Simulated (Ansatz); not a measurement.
The starting structures come from a database of crystals and need not be the phases stable at ambient conditions.

The decay constant κ of evanescent states in the gap governs leakage through a thin film.

Given:

```yaml
crystal:
  lattice:
    - [7.95285, 0.00000, 0.00000]
    - [-1.59614, 8.96233, 0.00000]
    - [1.59614, -3.51388, 4.37552]
  atoms:
    - { symbol: Rb, position: [0.29346, 0.25000, 0.57578] }
    - { symbol: Rb, position: [0.70654, 0.75000, 0.42422] }
    - { symbol: Ge, position: [0.88000, 0.25000, 0.31897] }
    - { symbol: Ge, position: [0.12000, 0.75000, 0.68103] }
    - { symbol: Cl, position: [0.87060, 0.25000, 0.92296] }
    - { symbol: Cl, position: [0.12940, 0.75000, 0.07704] }
    - { symbol: Cl, position: [0.32220, 0.50505, 0.31880] }
    - { symbol: Cl, position: [0.67780, 0.49495, 0.68120] }
    - { symbol: Cl, position: [0.67780, 0.00505, 0.19130] }
    - { symbol: Cl, position: [0.32220, 0.99495, 0.80870] }
```

Space group of this cell: P2_1/m. The cell is taken as given.

Transport runs along the normal of the first two printed cell vectors.

No gap correction and no spin-orbit coupling; mid-gap values are interpolated between computed energies.

Task: Predict the band gap and the smallest decay constant κ at mid-gap from r2SCAN run with Ansatz (a first-principles code).

Result: Gap 4.10 eV on a 4×8×8 mesh; κ = 0.376 1/Å, at (0.250, 0.500) of the in-plane reciprocal vectors. At the zone centre, at the nearest computed energy, the slowest state has κ = 0.47 1/Å.
